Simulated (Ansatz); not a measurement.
How far PBE and r2SCAN part for hypothetical rock salt GaAs, x(P) = 0.25, 8 atoms, C2/m

Start from GaAs in the rock salt structure (space group Fm-3m, No. 225; a = 5.3919 Å; a hypothetical phase, not in the database extracts checked).

(Cell as relaxed with PBE.)

Levels (all Ansatz, a quantum-chemistry and plane-wave program, PAW): PBE (420 eV, spin-orbit coupling left out); r2SCAN (500 eV, without spin-orbit coupling).

Each level relaxes its own structure.

```csv
base,PBE,r2SCAN
volume per atom,19.59 Å³,18.92 Å³
lattice parameter a,5.392 Å,5.329 Å
band gap,zero,zero
```

One thing is altered: P replaces 25.0 % of the As, ordered in a cell of 8 atoms (starting symmetry C2/m) and fully relaxed.

| quantity | PBE | r2SCAN |
|---|---|---|
| shortest interatomic distance | 2.577 Å | 2.560 Å |
| deviation of the volume from the linear (Vegard-type) interpolation | 0.0 % | 0.0 % |

PBE's shortest interatomic distance lies 0.0177 Å above r2SCAN's (0.7 %); the two agree on the deviation of the volume from the linear. Neither level is exact; r2SCAN is the comparison here, not a measurement.

Each cell is one ordered arrangement of few atoms, which overstates ordering effects compared with a random alloy. Whether these cells are dynamically stable was not tested. All final runs are without spin polarisation.
